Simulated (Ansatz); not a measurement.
The parent structure is Cu in the fcc (Cu type) structure (space group Fm-3m, No. 225).

```yaml
crystal:
  lattice:
    - [0.00000, 1.78189, 1.78189]
    - [1.78189, 0.00000, 1.78189]
    - [1.78189, 1.78189, 0.00000]
  atoms:
    - { symbol: Cu, position: [0.00000, 0.00000, 0.00000] }
```

The other end (x = 1) is Ni in the fcc (Cu type) structure (space group Fm-3m, No. 225; ferromagnetic): 10.38 Å³/atom, gap zero.

All numbers come from PBEsol (Ansatz, a quantum-chemistry and plane-wave program), no SOC.

Ni replaces a fraction x of Cu; each row is one arrangement (x, atoms in the cell, starting space group or random), fully relaxed.

One change was made to it. Results:

```json
[
 {"quantity": "mixing energy (to 0.01 eV only: unlike meshes or grids)", "base": "–", "after": "+0.03 eV/atom"},
 {"quantity": "shortest interatomic distance", "base": "4.762 bohr", "after": "4.581 bohr"}
]
```

Problem. Name the change that was made.
A) x(Ni) = 0.5, 4 atoms, C2/m
B) x(Ni) = 0.333, 3 atoms, Immm
C) x(Ni) = 0.667, 3 atoms, P-3m1
D) x(Ni) = 0.75, 4 atoms, Pmmm

Solution. D, x(Ni) = 0.75, 4 atoms, Pmmm. For comparison, the shortest interatomic distance in the other runs: x(Ni) = 0.333, 3 atoms, Immm gives 4.677 bohr; x(Ni) = 0.667, 3 atoms, P-3m1 gives 4.607 bohr; x(Ni) = 0.5, 4 atoms, C2/m gives 4.597 bohr.

Other magnetic orders, which the real material may have, were not ruled out. These are small ordered cells, not random alloys; other orderings at the same x differ. Whether these cells are dynamically stable was not tested. Seeded moments were not kept for x(Ni) = 0.333, 3 atoms, Immm and x(Ni) = 0.5, 4 atoms, C2/m. Spin-polarised in the final run: CuNi3, Ni, CuNi2 and CuNi; the other runs are not.
